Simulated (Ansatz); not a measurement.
A short convergence ladder for WSe2 (P3m1, 6 atoms in the cell)

```
WSe2
1.0
    1.64820    -2.85477     0.00000
    1.64820     2.85477     0.00000
    0.00000     0.00000    13.02480
W Se
2 4
Direct
  0.33333   0.66667   0.25384
  0.66667   0.33333   0.75000
  0.33333   0.66667   0.87900
  0.66667   0.33333   0.37900
  0.66667   0.33333   0.12100
  0.33333   0.66667   0.62100
```

Base method: PBEsol, default PAW files made with PBE (plane waves; Ansatz, a program for electronic structure).

Base settings: basis.ecutwfc = 420 eV; kpoints.mp_grid.grid = 9 9 2; hamiltonian.xc = pbesol; hamiltonian.pseudopotentials = {kind: paw} (the program's default PAW files); scf.occupations.method = fermi_dirac; scf.occupations.width = 0.05 eV.

**The width of Fermi-Dirac smearing**

The mesh stays at the base's, so the ladder's end is converged at best in this setting alone.

Only quantities that move along the ladder and can be compared are tabulated.

```tsv
scf.occupations.width	free energy less the last step's (meV/atom)	pressure (GPa)	largest difference of a force vector from the last step's (eV/Å)
1 eV	-628.78	6.45	1.289
0.5 eV	-69.78	-0.78	0.300
0.2 eV	-1.16	-2.25	0.015
0.1 eV	-0.02	-2.28	0.001
0.02 eV	0.00	-2.28	0.000
```

Widest scf.occupations.width that holds the forces within 0.02 eV/Å of the last step, with all finer ones: 0.2 eV; the step before is off by 0.30 eV/Å.

Widest scf.occupations.width that holds the pressure within 0.5 GPa of the last step, with all finer ones: 0.2 eV; the step before is off by 1.5 GPa.

Widest scf.occupations.width that holds the free energy within 2 meV/atom of the last step, with all finer ones: 0.2 eV; the step before is off by 70 meV/atom.

On the base run: the starting cell has typed, rounded lattice constants, without a prior relaxation at this level. Its lattice was rescaled by up to half a per cent. One atom was moved a little off its site on purpose. In the base run, forces exceed 1 eV/Å. Ansatz's pressure includes its estimate of the finite-basis (Pulay) stress.

Keys are those of Ansatz 0.2.
